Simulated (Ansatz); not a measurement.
The density of states at the Fermi level in a series of structures.

Cell A: Be (hcp, P6₃/mmc), 2 atoms in the cell, k-point mesh 30×30×16 on the run's own vectors.
```xyz
2
Lattice="2.2639 0.0000 0.0000 -1.1320 1.9606 0.0000 0.0000 0.0000 3.5626" Properties=species:S:1:pos:R:3 pbc="T T T"
Be     0.0000     1.3071     0.8907
Be     1.1320     0.6535     2.6720
```

Cell B: Mg (hcp, P6₃/mmc), 2 atoms in the cell, k-point mesh 24×24×12 on the run's own vectors.
```
CELL_PARAMETERS angstrom
      3.19448     0.00000     0.00000
     -1.59724     2.76650     0.00000
      0.00000     0.00000     5.19782
ATOMIC_POSITIONS crystal
  Mg 0.33333 0.66667 0.25000
  Mg 0.66667 0.33333 0.75000
```

Cell C: Ca (fcc, Fm-3m), 1 atom in the cell, k-point mesh 18×18×18 on the run's own vectors.
```
CELL_PARAMETERS angstrom
      0.00000     2.76296     2.76296
      2.76296     0.00000     2.76296
      2.76296     2.76296     0.00000
ATOMIC_POSITIONS crystal
  Ca 0.00000 0.00000 0.00000
```

Cell D: Ba (bcc, Im-3m), 1 atom in the cell, k-point mesh 18×18×18 on the run's own vectors.
```xyz
1
Lattice="-2.5125 2.5125 2.5125 2.5125 -2.5125 2.5125 2.5125 2.5125 -2.5125" Properties=species:S:1:pos:R:3 pbc="T T T"
Ba     0.0000     0.0000     0.0000
```

Computed with Ansatz (plane waves, PAW), its PAW set soft_1, cutoff 500 eV. The structures are at rest with PBE; other levels are single points on them. Neutral cells; Fermi-Dirac smearing of at most 0.10 eV in the solids, energies taken to zero width. The lattices are those relaxed with PBE, so at other levels the solids can be strained. The runs are scalar-relativistic, without spin-orbit coupling. A dispersion term ran beside these levels; it doesn't touch the electrons. Both spins, broadened by a Gaussian of 0.2 eV on the run's mesh.

Problem. Predict the density of states at the Fermi level (states/eV per atom) of each cell with r2SCAN.

Solution. 
| cell | r2SCAN |
|---|---|
| A | 0.05 |
| B | 0.36 |
| C | 1.1 |
| D | 1.3 |

With r2SCAN the value is lowest for A and highest for D.

Ansatz is a program for electronic structure.
